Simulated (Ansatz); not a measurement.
The reference is GaN in the zinc blende structure (space group F-43m, No. 216; a = 4.498 Å).

It is then changed as follows: a fraction x = 0.25 of the Ga sites is given to Al, ordered in a cell of 8 atoms (starting symmetry I-42m) and fully relaxed.

The other end (x = 1) is AlN in the zinc blende structure (space group F-43m, No. 216): 10.49 Å³/atom, gap 3.19 eV; this end may not be an ambient phase.

Levels (all Ansatz, a first-principles code, PAW): PBEsol (420 eV, without spin-orbit coupling); PBEsol+SOC (420 eV, spin-orbit coupling included).

The geometry is relaxed with PBEsol.

| Item | Result |
|---|---|
| PBEsol gap character | direct at Γ |
| PBEsol band gap | 2.27 eV |
| PBEsol valence-band top at Γ | 0.00, 0.00, -0.04 eV |
| PBEsol electron mass | 0.21 mₑ along c, 0.20 mₑ across (at Γ) |

With PBEsol+SOC at the same geometry, the gap character (in this cell's own zone, which can be folded) remains direct at Γ; the band gap is still 2.27 eV; the valence-band top at Γ (three highest Kramers pairs, from the VBM) changes from 0.00, 0.00, -0.04 eV to 0.00, -0.01, -0.05 eV; the electron mass remains 0.21 mₑ along c, 0.20 mₑ across (at Γ).

Single points use the geometry relaxed with PBEsol. Differences between runs with and without spin-orbit coupling are approximate. These are small ordered cells, not random alloys; other orderings at the same x differ. Effective masses come from finite differences of ±0.01 Å⁻¹. Whether these cells are dynamically stable was not tested. This is not the structure that GaN has at room temperature and ambient pressure. This is not the structure that AlN has at room temperature and ambient pressure. Labels are those of the standard path for the cell's own space group.
